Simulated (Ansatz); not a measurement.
The starting structures come from a database of crystals and need not be the phases stable at ambient conditions.

 Where the default PAW files enter, the runs use the earlier of Ansatz's two default sets.

Given:

```
GaP
1.0
    3.88603     0.00000     0.00000
   -1.94302     3.36540     0.00000
    1.94301     1.12180     6.43081
Ga P
2 2
Direct
  0.12926   0.56463   0.30611
  0.87074   0.43537   0.69389
  0.88523   0.94261   0.17216
  0.11477   0.05739   0.82784
```

Space group of this cell: R-3m. The cell is taken as given; by r2SCAN its mean pressure is -2.3 GPa.

All values below come from r2SCAN (plane waves, PAW; Ansatz, a first-principles code).

The current runs along the normal of the first two printed vectors; no spin-orbit coupling. Scaled by the factor s: the length along the current (ions clamped). Meshes 10×10×10 and 12×12 across the current in all rows.

```tsv
s	mean pressure (GPa)	band gap (eV)
0.97	0.4	1.22
1.00	-2.3	1.07
1.03	-4.4	?
```

Take the slope of the band gap against ln s from the two given rows, extrapolate to s = 1.03, and say what the run there gives.

Slope = (1.22 − 1.07) / ln 0.97 = -4.92 eV. The line gives 1.07 + (-4.92) × ln 1.03 = 0.92 eV. The run gives 0.91 eV, 0.01 eV under the line, 10 % of the predicted step.
